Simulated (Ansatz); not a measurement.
Method: PBE (plane waves to 420 eV, PAW; Ansatz, a first-principles code).

Plane-averaged electrostatic potential energy along the normal, in eV from the Fermi level, for a constructed model of the (111) surface of fcc Ni, ferromagnetic, a pseudomorphic layer of Ir in the other hollow (bottom of the slab: a bare face, its two planes held):

(z (Å), V (eV)): (3.77, 5.06); (4.06, 5.06); (4.35, 5.06); (4.64, 5.06); (4.93, 5.05); (5.22, 5.04); (5.51, 5.02); (5.80, 4.98); (6.09, 4.89); (6.38, 4.69); (6.67, 4.27); (6.96, 3.38); (7.25, 1.47); (7.54, -4.03); (7.83, -13.43); (8.12, -20.03); (8.41, -19.21); (8.70, -11.58); (8.99, -2.92); (9.28, -0.28); (9.57, -4.46); (9.86, -13.61); (10.15, -20.15); (10.44, -19.40); (10.73, -11.85); (11.02, -3.13); (11.31, -0.37); (11.60, -4.46); (11.89, -13.57); (12.18, -20.12); (12.47, -19.38); (12.76, -11.84); (13.05, -3.11); (13.34, -0.32); (13.63, -4.31); (13.92, -13.41); (14.21, -20.06); (14.50, -19.44); (14.79, -11.97); (15.08, -3.21); (15.37, -0.32); (15.66, -4.26); (15.95, -13.35); (16.24, -20.03); (16.53, -19.45); (16.82, -12.01); (17.11, -3.20); (17.40, -0.22); (17.69, -3.91); (17.98, -12.97); (18.27, -19.95); (18.56, -19.84); (18.85, -12.76); (19.14, -3.93); (19.43, -0.95); (19.72, -4.88); (20.01, -15.46); (20.30, -25.73); (20.59, -29.84); (20.88, -25.66); (21.17, -15.25); (21.46, -4.20); (21.75, 1.45); (22.04, 3.71); (22.33, 4.70); (22.62, 5.13); (22.91, 5.32); (23.20, 5.40); (23.49, 5.44); (23.78, 5.45); (24.07, 5.46); (24.36, 5.46); (24.65, 5.46); (24.94, 5.46)

Model: 7-atom slab, 12.5 Å thick at the start, 17x17x1 mesh, Fermi-Dirac 0.1 eV, dipole correction, 2 atoms held, the rest relaxed; start symmetry kept, larger cells not searched; spin-polarised, ending with about 4.2 μB a cell; orders that need a larger cell were not tried, no spin-orbit, no U. In PBE it lies 0.02 eV a 1x1 cell over the lowest computed structure of the same composition (a pseudomorphic layer of Ir in the host's stacking).

The surface cell has an area of 5.36 Å². What dipole along the normal does the step between the two vacuum levels imply?

the top vacuum level lies 0.40 eV above the bottom one; p = −ε₀ A ΔV (ε₀ = 0.005526 e/(V·Å)) gives -0.01 e·Å a cell.
